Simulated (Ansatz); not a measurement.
The starting structures come from a database of crystals and need not be the phases stable at ambient conditions.

 Where the default PAW files enter, the runs use the earlier of Ansatz's two default sets.

Here is the system:

```yaml
crystal:
  lattice:
    - [7.18588, 0.00000, 0.00000]
    - [0.00000, 7.18588, 0.00000]
    - [3.59294, -3.59294, 5.08118]
  atoms:
    - { symbol: Rb, position: [0.75000, 0.75000, 0.50000] }
    - { symbol: Rb, position: [0.25000, 0.25000, 0.50000] }
    - { symbol: Sn, position: [0.00000, 0.00000, 0.00000] }
    - { symbol: Cl, position: [0.24088, 0.75912, 0.00000] }
    - { symbol: Cl, position: [0.75912, 0.24088, 0.00000] }
    - { symbol: Cl, position: [0.24088, 0.24088, 0.00000] }
    - { symbol: Cl, position: [0.75912, 0.75912, 0.00000] }
    - { symbol: Cl, position: [0.24088, 0.75912, 0.51824] }
    - { symbol: Cl, position: [0.75912, 0.24088, 0.48176] }
```

Space group of this cell: Fm-3m. The cell is taken as given.

Transport runs along the normal of the first two printed cell vectors, the (001) plane of the conventional cell.

The gap is the functional's own, uncorrected, and κ follows it; spin-orbit coupling is left out. Mid-gap values are interpolated between the computed energies.

Question: Predict the band gap and the smallest decay constant κ at mid-gap from r2SCAN in Ansatz (an electronic-structure program).

Answer: Gap 3.04 eV on a 6×6×6 mesh; κ = 0.343 1/Å, at the zone centre.
